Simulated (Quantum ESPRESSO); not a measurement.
Worked example: self-consistent single point of TiFeH2 (P1, 8 atoms in the cell) in Quantum ESPRESSO.

Method: LDA (PZ), GBRV 1.5 ultrasoft (LDA) pseudopotentials (plane waves; Quantum ESPRESSO).

The change in words: atoms moved at random. Reference geometry:
```xyz
8
Lattice="2.8081 0.0000 0.0000 0.0000 4.7379 0.0000 0.0000 0.0000 4.5545" Properties=species:S:1:pos:R:3 pbc="T T T"
Ti     1.4041     1.4205     1.3205
Ti     1.4041     3.3174     3.5978
Fe     0.0000     0.8861     3.5966
Fe     0.0000     3.8518     1.3194
H      1.4041     4.4179     2.0473
H      1.4041     0.3200     4.3246
H      0.0000     2.2674     2.5180
H      0.0000     2.4705     0.2407
```

Reference input (self-consistent single point, DFT, LDA (PZ), plane waves, GBRV 1.5 ultrasoft (LDA) pseudopotentials): ecutwfc = 50 Ry; ecutrho = 400 Ry; occupations = smearing; smearing = gauss; degauss = 0.0073499 Ry; potentials = {Ti: ti_lda_v1.4.uspp.F.UPF, Fe: fe_lda_v1.5.uspp.F.UPF, H: h_lda_v1.4.uspp.F.UPF}; K_POINTS = automatic 8 5 5 0 0 0; conv_thr = 1e-09 Ry; mixing_beta = 0.7. This run's input differs from it in these lines:

```diff
@@ -31,10 +31,10 @@
 ATOMIC_POSITIONS crystal
-Ti    0.50000000    0.29982000    0.28994000
-Ti    0.50000000    0.70018000    0.78994000
-Fe    0.00000000    0.18703000    0.78968000
-Fe    0.00000000    0.81297000    0.28968000
-H     0.50000000    0.93246000    0.44952000
-H     0.50000000    0.06754000    0.94952000
-H     0.00000000    0.47856000    0.55285000
-H     0.00000000    0.52144000    0.05285000
+Ti    0.50176900    0.29519500    0.26873500
+Ti    0.49611800    0.68597000    0.79858700
+Fe   -0.00802300    0.19468200    0.80479200
+Fe    0.00117100    0.81647800    0.30240100
+H     0.53557600    0.94218100    0.43984400
+H     0.47194900    0.08163900    0.94778600
+H     0.00246300    0.47201700    0.55213900
+H    -0.00102300    0.51183800    0.04969700
 K_POINTS automatic
```

Output, abridged:

```
     Self-consistent Calculation

     iteration #  1     ecut=    50.00 Ry     beta= 0.70

     negative rho (up, down):  2.350E-04 0.000E+00

     total energy              =    -721.62328635 Ry
     estimated scf accuracy    <      29.46262407 Ry

     iteration #  2     ecut=    50.00 Ry     beta= 0.70

     negative rho (up, down):  5.345E-04 0.000E+00

     total energy              =    -741.68470459 Ry
     estimated scf accuracy    <     131.27309865 Ry

     iteration #  3     ecut=    50.00 Ry     beta= 0.70

     negative rho (up, down):  7.247E-04 0.000E+00

     total energy              =    -745.46206720 Ry
     estimated scf accuracy    <      30.22827653 Ry

   [... 25 blocks of this kind left out ...]

     iteration # 29     ecut=    50.00 Ry     beta= 0.70

     negative rho (up, down):  8.401E-04 0.000E+00

     total energy              =    -743.88920657 Ry
     estimated scf accuracy    <          2.0E-09 Ry

     iteration # 30     ecut=    50.00 Ry     beta= 0.70

     negative rho (up, down):  8.401E-04 0.000E+00
     End of self-consistent calculation

     Number of k-points >= 100: set verbosity='high' to print the bands.

     the Fermi energy is    15.2215 ev

!    total energy              =    -743.88920657 Ry
     estimated scf accuracy    <          1.1E-10 Ry
     smearing contrib. (-TS)   =      -0.00188611 Ry
     internal energy E=F+TS    =    -743.88732046 Ry

     convergence has been achieved in  30 iterations

     negative rho (up, down):  8.401E-04 0.000E+00

     Forces acting on atoms (cartesian axes, Ry/au):

     atom    1 type  1   force =    -0.00071435    0.00826183    0.05034921
     atom    2 type  1   force =     0.00134997    0.03794279   -0.01963291
     atom    3 type  2   force =    -0.01267037   -0.00226478   -0.02249508
     atom    4 type  2   force =     0.02483803   -0.01435726   -0.01207418
   [... lines left out ...]
     Total force =     0.092952     Total SCF correction =     0.000008
   [... lines left out ...]

     negative rho (up, down):  8.401E-04 0.000E+00
          total   stress  (Ry/bohr**3)                   (kbar)     P=      -93.45
  -0.00055455  -0.00011512  -0.00001585          -81.58      -16.93       -2.33
  -0.00011512  -0.00073728  -0.00008163          -16.93     -108.46      -12.01
  -0.00001585  -0.00008163  -0.00061387           -2.33      -12.01      -90.30

   JOB DONE.
```

The run converged in 30 iterations. Against the reference run the free energy goes up by 27.3 meV/atom, the pressure goes from -11.88 to -9.34 GPa and the largest force goes from 0.143 to 1.312 eV/Å. The full log also holds: “c_bands:  1 eigenvalues not converged”.

The starting cell comes from a database of computed structures (which also holds hypothetical and non-ambient phases and stackings), without a prior relaxation at this level. Its lattice was rescaled by a random factor within 2.5 % of one. For this run, on top of that: atoms moved at random. Spin polarisation is off. With a pressure of about -9 GPa the cell is away from its equilibrium volume at this level. Forces in this geometry exceed 1 eV/Å.

Cost on one core of a shared machine: roughly 3 min.
